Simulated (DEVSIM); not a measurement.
Device: Ti/HfO2/p-Si capacitor, at 250 K.

```tsv
layer (left to right)	material	thickness (nm)	Na (cm⁻³)
1	HfO2	9.60	-
2	Si	4200	1.9e16
```

Metal gate on the left, work function 4.33 eV. Fixed charge at the semiconductor interface 5.2e11 cm⁻² (in units of +e); no interface traps.

This is a model device: material constants are rounded textbook-type values typed into the input, and sizes, dopings and lifetimes were drawn at random. Values at 300 K; Nc and Nv go as T^1.5, mobilities as T to minus their exponent, the gap by Varshni's rule with the affinity fixed.

```csv
parameter,HfO2,Si
gap (eV),5.7,1.124
affinity (eV),2.5,4.05
permittivity,22,11.7
Nc (cm⁻³),-,2.86e19
Nv (cm⁻³),-,3.1e19
Varshni α (eV/K),-,0.000473
Varshni β (K),-,636
```

Simulated with DEVSIM: 1D Poisson equation in equilibrium, Boltzmann statistics, complete ionisation; no quantum confinement or tunnelling. Metal contacts follow the ideal Schottky-Mott rule: no Fermi-level pinning, no interface dipoles.

Q: Give the band bending (positive: bands bend down) and minority sheet density.

A: 
```json
[
 {"Vg (V)": "-1.1", "ψs (V)": "-0.153", "minority carriers (cm⁻²)": "< 1e8"},
 {"Vg (V)": "-0.8", "ψs (V)": "-0.044", "minority carriers (cm⁻²)": "< 1e8"},
 {"Vg (V)": "-0.5", "ψs (V)": "0.226", "minority carriers (cm⁻²)": "< 1e8"},
 {"Vg (V)": "-0.2", "ψs (V)": "0.516", "minority carriers (cm⁻²)": "< 1e8"},
 {"Vg (V)": "0.1", "ψs (V)": "0.809", "minority carriers (cm⁻²)": "2.2e9"},
 {"Vg (V)": "0.4", "ψs (V)": "0.975", "minority carriers (cm⁻²)": "1.7e12"}
]
```
